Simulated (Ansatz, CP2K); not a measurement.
**Code comparison for LaIn5Ir (P4/mmm, 7 atoms in the cell)**

Self-consistent single point.

```yaml
crystal:
  lattice:
    - [4.74610, 0.00000, 0.00000]
    - [0.00000, 4.74610, 0.00000]
    - [0.00000, 0.00000, 7.67273]
  atoms:
    - { symbol: La, position: [0.00000, 0.00000, 0.00000] }
    - { symbol: In, position: [0.50000, 0.00000, 0.69287] }
    - { symbol: In, position: [0.50000, 0.00000, 0.30713] }
    - { symbol: In, position: [0.00000, 0.50000, 0.69287] }
    - { symbol: In, position: [0.00000, 0.50000, 0.30713] }
    - { symbol: In, position: [0.50000, 0.50000, 0.00000] }
    - { symbol: Ir, position: [0.00000, 0.00000, 0.50000] }
```

Shared settings, as Ansatz (a first-principles code) writes them: kpoints.mp_grid.grid = 5 5 3; scf.occupations.method = fermi_dirac; scf.occupations.width = 0.136 eV. Potentials and cutoffs stand in the table.

```json
[
 {"code": "CP2K", "model": "PBEsol, GPW, DZVP-MOLOPT-SR-GTH basis, GTH-PBE potentials (GTH_POTENTIALS)", "pressure (GPa)": "-2.51", "largest force (eV/Å)": "0.051", "cutoff": "grid 500 Ry"},
 {"code": "Ansatz", "model": "PBEsol, PAW files made with PBE", "pressure (GPa)": "-3.30", "largest force (eV/Å)": "0.023", "cutoff": "420 eV"}
]
```

On Ansatz's run: spin-orbit coupling is off. Spin polarisation is off.

The spread over the programs that give each value: pressure within 0.79 GPa; largest force within 0.028 eV/Å.

CP2K uses small atom-centred bases, whose incompleteness enters pressures, forces and empty levels differently from a plane-wave cutoff. Ansatz's pressure is given at a fixed set of plane waves, as the other plane-wave codes print theirs.

The starting cell comes from a database of computed structures (which also holds hypothetical and non-ambient phases and stackings), without a prior relaxation at this level. Its lattice was rescaled by a random factor within 2.5 % of one.

Keys are those of Ansatz 0.2.
